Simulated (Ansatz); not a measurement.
Point defects in CaO

The reference is a 16-atom supercell of CaO in the rock salt structure (space group Fm-3m, No. 225) at its relaxed geometry.

```
CELL_PARAMETERS angstrom
      0.00000     4.83070     4.83070
      4.83070     0.00000     4.83070
      4.83070     4.83070     0.00000
ATOMIC_POSITIONS crystal
  O  0.00000 0.00000 0.00000
  O  0.00000 0.00000 0.50000
  O  0.00000 0.50000 0.00000
  O  0.00000 0.50000 0.50000
  O  0.50000 0.00000 0.00000
  O  0.50000 0.00000 0.50000
  O  0.50000 0.50000 0.00000
  O  0.50000 0.50000 0.50000
  Ca 0.25000 0.25000 0.25000
  Ca 0.25000 0.25000 0.75000
  Ca 0.25000 0.75000 0.25000
  Ca 0.25000 0.75000 0.75000
  Ca 0.75000 0.25000 0.25000
  Ca 0.75000 0.25000 0.75000
  Ca 0.75000 0.75000 0.25000
  Ca 0.75000 0.75000 0.75000
```

One neutral defect a cell, atoms relaxed at fixed cell.

All numbers come from DFT with PBE, PAW potentials and a 420 eV plane-wave cutoff in Ansatz (a quantum-chemistry and plane-wave program), no SOC.

```csv
case,pressure,largest displacement of a host atom from its site in the perfect cell
perfect supercell,0.0 GPa,–
"O vacancy, symmetric start",2.4 GPa,0.03 Å
"O on a Ca site (antisite), symmetric start",0.3 GPa,0.14 Å
C on a O site,3.6 GPa,0.06 Å
Ca interstitial (started 1.89 Å from the nearest host atom),12.2 GPa,0.33 Å
```

Other magnetic orders, which the real material may have, were not ruled out. In so small a cell the defect repeats every few ångströms: this is an ordered compound, not a dilute defect. The mesh was chosen for an insulator and is coarse for the gapless case. Defects with a symmetric start kept the site's symmetry and may sit on a saddle; the others started slightly shaken. Seeded moments were not kept for O vacancy and Ca interstitial (started 1.89 Å from the nearest host atom).
